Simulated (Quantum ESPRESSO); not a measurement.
A self-consistent single point of the (111) slab of CsPbBr3 (cut from a parent of space group no. 221; 10 atoms in the cell) with Quantum ESPRESSO.

Computed with PBEsol, GBRV 1.5 ultrasoft (PBESOL) pseudopotentials (plane waves; Quantum ESPRESSO).

```yaml
crystal:
  lattice:
    - [8.28644, 0.00000, 0.00000]
    - [-4.14322, 7.17627, 0.00000]
    - [0.00000, 0.00000, 21.15160]
  atoms:
    - { symbol: Cs, position: [0.26870, 0.63435, 0.45941] }
    - { symbol: Cs, position: [0.60203, 0.30102, 0.62178] }
    - { symbol: Pb, position: [0.60203, 0.30102, 0.37822] }
    - { symbol: Pb, position: [0.93537, 0.96768, 0.54059] }
    - { symbol: Br, position: [0.76870, 0.63435, 0.45941] }
    - { symbol: Br, position: [0.26870, 0.13435, 0.45941] }
    - { symbol: Br, position: [0.76870, 0.13435, 0.45941] }
    - { symbol: Br, position: [0.10203, 0.30102, 0.62178] }
    - { symbol: Br, position: [0.60203, 0.80102, 0.62178] }
    - { symbol: Br, position: [0.10203, 0.80102, 0.62178] }
```

Reference input (self-consistent single point, DFT, PBEsol, plane waves, GBRV 1.5 ultrasoft (PBESOL) pseudopotentials): ecutwfc = 40 Ry; ecutrho = 200 Ry; occupations = smearing; smearing = gaussian; degauss = 0.019992 Ry; potentials = {Cs: cs_pbesol_v1.uspp.F.UPF, Pb: pb_pbesol_v1.uspp.F.UPF, Br: br_pbesol_v1.4.uspp.F.UPF}; K_POINTS = automatic 2 2 1 0 0 0; tefield = true; dipfield = true; edir = 3; emaxpos = 0.97; eopreg = 0.05. This run's input differs from it in these lines:

```diff
@@ -15,4 +15,4 @@
  ntyp = 3,
- ecutwfc = 40,
- ecutrho = 200,
+ ecutwfc = 16,
+ ecutrho = 80,
  occupations = 'smearing',
```

The program printed (abridged):

```
     Self-consistent Calculation

     iteration #  1     ecut=    16.00 Ry     beta= 0.20

     negative rho (up, down):  1.453E-01 0.000E+00

     Adding external electric field

     Computed dipole along edir(3) :
        Dipole               -2.0109 Ry au,         -5.1112 Debye
        Dipole field         -0.0030 Ry au,

        Potential amp.        0.2261 Ry
        Total length         37.9722 bohr

     total energy              =    -696.40186597 Ry
     estimated scf accuracy    <       1.00226469 Ry

     iteration #  2     ecut=    16.00 Ry     beta= 0.20

     negative rho (up, down):  1.474E-01 0.000E+00

   [... lines left out ...]
        Dipole field         -0.0029 Ry au,

        Potential amp.        0.2181 Ry
        Total length         37.9722 bohr

     total energy              =    -696.48562858 Ry
     estimated scf accuracy    <          1.9E-10 Ry

     iteration # 21     ecut=    16.00 Ry     beta= 0.20

     negative rho (up, down):  1.616E-01 0.000E+00

     Adding external electric field

     Computed dipole along edir(3) :
        Dipole               -1.9397 Ry au,         -4.9302 Debye
        Dipole field         -0.0029 Ry au,

        Potential amp.        0.2181 Ry
        Total length         37.9722 bohr
     End of self-consistent calculation

     the Fermi energy is    -1.5723 ev

!    total energy              =    -696.48562887 Ry
     estimated scf accuracy    <          9.5E-11 Ry
     smearing contrib. (-TS)   =      -0.00028948 Ry
     internal energy E=F+TS    =    -696.48533939 Ry

     electric field correction =       0.00557026 Ry

     convergence has been achieved in  21 iterations

     negative rho (up, down):  1.616E-01 0.000E+00

     Forces acting on atoms (cartesian axes, Ry/au):

     atom    1 type  1   force =     0.00004825    0.00002780    0.03179825
     atom    2 type  1   force =     0.00003656    0.00002100    0.00422605
     atom    3 type  2   force =    -0.00048626   -0.00027976    0.06630651
     atom    4 type  2   force =     0.00013242    0.00007635    0.10705073
   [... lines left out ...]
     atom    7 type  3   force =    -0.03675170    0.02131299   -0.04130815
     atom    8 type  3   force =     0.00005756   -0.01597210   -0.02842165
     atom    9 type  3   force =     0.01390717    0.00802922   -0.02851609
     atom   10 type  3   force =    -0.01380320    0.00803570   -0.02842156

     Total force =     0.174994     Total SCF correction =     0.000084

   JOB DONE.
```

The run converged in 21 iterations. Against the reference run the free energy rises by 1.20 eV/atom, the largest force goes from 2.591 to 2.752 eV/Å and the gap on the mesh goes from 1.210 to 1.106 eV.

The starting cell comes from a database of computed structures (which also holds hypothetical and non-ambient phases and stackings), without a prior relaxation at this level. The slab is cut from that crystal, and its faces are unrelaxed. Its lattice was rescaled in the plane by a random factor within 2.5 % of one. Spin-orbit coupling is off. Spin polarisation is off, though cut faces can carry moments; a gap of a slab can lie between surface states. Forces in this geometry exceed 1 eV/Å.

Cost on one core of a shared machine: roughly 2 min.
